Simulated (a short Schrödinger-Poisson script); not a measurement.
## Gated Al0.4Ga0.6N/GaN polarisation-induced gas

Stack: gated Al0.4Ga0.6N/GaN polarisation-induced gas, at 20 K.

| layer | material | thickness (nm) | Na (cm⁻³) |
|---|---|---|---|
| 1 | Al0.4Ga0.6N | 25 | - |
| 2 | GaN | 6000 | 7e15 |

The device is made up for the run: typed textbook-type constants, with dimensions and the other settings drawn at random. Al0.4Ga0.6N: permittivity 9.26, conduction-band edge (eV) 0.58, gap (eV) 4.258, electron mass (mₑ) 0.248, Nv at 300 K (cm⁻³) 4.6e19. GaN: permittivity 9.5, conduction-band edge (eV) 0, gap (eV) 3.43, Nv at 300 K (cm⁻³) 4.6e19.

Channel valleys (confinement mass, in-plane density-of-states mass, number): Γ 0.2, 0.2, 1. At the gate the conduction-band edge of layer 1 lies 1.36 eV − eVg above the Fermi level of the channel; the field vanishes at the back. Sheet of polarisation charge: +2e13 e/cm² at 25 nm from the gate. The barrier under the gate holds no holes. Gaps are held at their typed values at every temperature. Mesh 0.08 nm at interfaces.

Solved with a short Schrödinger-Poisson script written for these runs: 1D Poisson equation in equilibrium, electrons quantum, Hartree plus LDA exchange-correlation (BenDaniel-Duke, 40 states a valley, the channel's in-plane mass for all, wave functions free to enter the barrier), parabolic valleys, classical holes, full ionisation, no traps, pinning or gate leakage.

| Vg (V) | electrons (cm⁻²) | in the channel layer | C (μF/cm²) | Γ E0 (meV) | Γ E1 (meV) |
|---|---|---|---|---|---|
| 0.5 | 1.80e13 | 1.64e13 | 0.319 | -196.6 | -18.4 |
| -0.1 | 1.68e13 | 1.54e13 | 0.319 | -185.3 | -15.4 |
| -0.7 | 1.56e13 | 1.44e13 | 0.318 | -173.9 | -12.6 |
| -1.3 | 1.44e13 | 1.34e13 | 0.317 | -162.4 | -9.8 |
| -1.9 | 1.32e13 | 1.24e13 | 0.317 | -150.8 | -7.2 |
| -2.5 | 1.20e13 | 1.14e13 | 0.316 | -139.1 | -4.6 |
| -3.1 | 1.08e13 | 1.03e13 | 0.315 | -127.3 | -1.9 |
| -3.7 | 9.65e12 | 9.25e12 | 0.314 | -115.1 | 2.1 |
| -4.3 | 8.48e12 | 8.17e12 | 0.313 | -101.5 | 9.7 |
| -4.9 | 7.31e12 | 7.08e12 | 0.312 | -87.5 | 17.8 |
| -5.5 | 6.14e12 | 5.98e12 | 0.312 | -73.5 | 25.5 |
| -6.1 | 4.98e12 | 4.87e12 | 0.311 | -59.6 | 32.6 |
| -6.7 | 3.82e12 | 3.75e12 | 0.309 | -45.7 | 39.1 |
| -7.3 | 2.66e12 | 2.63e12 | 0.308 | -31.9 | 44.6 |
| -7.9 | 1.51e12 | 1.50e12 | 0.305 | -18.1 | 48.7 |
| -8.5 | 3.76e11 | 3.74e11 | 0.303 | -4.4 | 50.0 |

Gate voltages with under 1e6 electrons/cm² are left out.

Subbands count from the Fermi level.
